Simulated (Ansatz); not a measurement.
The starting structures come from a database of crystals and need not be the phases stable at ambient conditions.

 Where the default PAW files enter, the runs use the earlier of Ansatz's two default sets.

Inside the gap of an insulator the Bloch states are evanescent, with a wavenumber k + iκ along the transport direction.

Given:

```xyz
4
Lattice="3.1453 0.0000 0.0000 0.0000 5.0969 0.0000 1.5726 0.0000 2.7239" Properties=species:S:1:pos:R:3 pbc="T T T"
Al     0.0000     0.0038     0.0000
Ga     3.1453     2.5629     1.8159
N      3.1453     4.5271     1.8159
N      0.0000     1.8952     0.0000
```

Space group of this cell: P3m1. The cell is taken as given; by LDA its mean pressure is -5.0 GPa.

Transport runs along the normal of the first two printed cell vectors, the (100) plane of the conventional cell.

The gap is the functional's own. No spin-orbit coupling. Mid-gap values are interpolated on the energy grid.

Task: Estimate the band gap and the smallest decay constant κ at mid-gap that LDA run with Ansatz (a quantum-chemistry and plane-wave program) returns for this system.

Result: Gap 2.89 eV on a 12×6×12 mesh; κ = 0.205 1/Å, at the zone centre.
